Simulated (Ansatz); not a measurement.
Base system: an 8-atom supercell of GaP in the zinc blende structure (space group F-43m, No. 216; a = 5.506 Å) at its relaxed geometry.

(Cell as relaxed with PBE.)

Levels (all Ansatz, a program for electronic structure, PAW, earlier PAW set): PBE (420 eV, no SOC); PBEsol (420 eV, without spin-orbit coupling).

Each level relaxes its own structure.

It is then changed as follows: a neutral P vacancy, atoms relaxed at fixed cell, starting from a slightly rattled geometry.

```csv
quantity,PBE,PBEsol
pressure,-3.0 GPa,(withheld)
largest displacement of a host atom from its site in the perfect cell,0.50 Å,(withheld)
```

Problem. Given the PBE results, estimate those of PBEsol.

Solution. 
- pressure, PBEsol: -4.0 GPa
- largest displacement of a host atom from its site in the perfect cell, PBEsol: 0.52 Å

PBE's pressure lies 1.0 GPa above PBEsol's. Neither level is exact; PBEsol is the comparison here, not a measurement.

The magnetic state is the one reached from the starting moments; the real material's order can differ, and small cells can't hold many antiferromagnetic ones. The cell is small, so the values are those of an ordered compound at a high defect concentration; dilute-limit values will differ. The mesh was chosen for an insulator and is coarse for the gapless case. Seeded moments were not kept for P vacancy.
